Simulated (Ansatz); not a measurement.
We consider SrCoO3 (Pm-3m, No. 221, 5 atoms in the cell; start COD 1551939), described by LDA in Ansatz (plane waves, PAW).

Settings: plane-wave cutoff 520 eV, 14×14×14 k mesh, Fermi–Dirac smearing 0.05 eV, spin-polarised with parallel moments, scalar-relativistic PAW data made under PBE.

Cell (relaxed at this level):

```xyz
5
Lattice="3.7240 0.0000 0.0000 0.0000 3.7240 0.0000 0.0000 0.0000 3.7240" Properties=species:S:1:pos:R:3 pbc="T T T"
Sr     0.0000     0.0000     0.0000
Co     1.8620     1.8620     1.8620
O      1.8620     1.8620     0.0000
O      0.0000     1.8620     1.8620
O      1.8620     0.0000     1.8620
```
Starting moments (μB, in the order of the record's atoms Sr Co O O O): 0.0 3.0 0.0 0.0 0.0.

**Question.** What does this level give for the bulk modulus?

**Answer.** 
- bulk modulus = 191 GPa

Note: the magnetic order was assumed, not searched for or taken from measurement; the bulk modulus is −V dP/dV from two relaxed cells at ±2 % in volume; the relaxation could not lower the start's symmetry, so the cell can be a saddle point above a distorted one; functionals without U or exact exchange can leave correlated insulators metallic, so the missing gap need not be real.

Static lattice: no zero-point or thermal effects.

Ansatz is an electronic-structure program.
